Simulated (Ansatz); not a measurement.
Base system: PtTe$_{2}$ (space group P-3m1, No. 164; layered; relaxed with 0.1 eV smearing).

```
PtTe2
1.0
    4.05264     0.00000     0.00000
   -2.02632     3.50969     0.00000
    0.00000     0.00000     5.09694
Te Pt
2 1
Cartesian
  0.00000   2.33979   1.36046
  2.02632   1.16990   3.73648
  0.00000   0.00000   0.00000
```

Cartesian axes are those of the cell as printed.

The values are results of Kohn–Sham DFT with the PBE-D3(BJ) functional, run in Ansatz (a quantum-chemistry and plane-wave program) with PAW and 420 eV plane waves, no spin-orbit coupling, not measurements.

Base values:

| Item | Value |
|---|---|
| Pressure | 0.0 GPa |

It is then changed as follows: compressive biaxial strain of 0.50 % in the plane normal to [001], as in epitaxy on a mismatched substrate; the out-of-plane cell vector and the atoms relax.

Problem. What happens to the pressure?

Solution. The pressure (mean of the normal stresses, compression positive) goes from zero to 0.5 GPa.

Problem. Estimate the effect on the out-of-plane strain.

Solution. The out-of-plane strain amounts to +0.60 %.

Stability against distortions was not tested. The final runs are not spin-polarised.
